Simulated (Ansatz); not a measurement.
Response to strain in InAs

Start from InAs in the zinc blende structure (space group F-43m, No. 216).

```xyz
2
Lattice="0.0000 3.0548 3.0548 3.0548 0.0000 3.0548 3.0548 3.0548 0.0000" Properties=species:S:1:pos:R:3 pbc="T T T"
In     0.0000     0.0000     0.0000
As     1.5274     1.5274     1.5274
```

Cartesian axes are those of the cell as printed.

Strains are applied to the cell and any free atomic positions relax.

Computed with r2SCAN (Ansatz, a quantum-chemistry and plane-wave program, PAW, no SOC).

Notes on the quantities. energy relative to the base: free energy F.

| uniaxial strain ε_zz (%) | energy relative to the base (meV/atom) |
|---|---|
| -3 | 6.7 |
| -2.5 | 4.6 |
| -2 | 2.9 |
| -1.5 | 1.6 |
| -0.5 | ? |
| 0 | 0.0 |

### Question
Fit ΔE = Aε² + Bε³ (ε in %) to the rows shown and predict the withheld row.

### Answer
Least squares on the printed values gives A = 0.685 and B = -0.020 meV/atom (largest residual 0.0 meV/atom); this predicts 0.2 meV/atom, and the run gives 0.2 meV/atom, in agreement.

Whether these cells are dynamically stable was not tested.
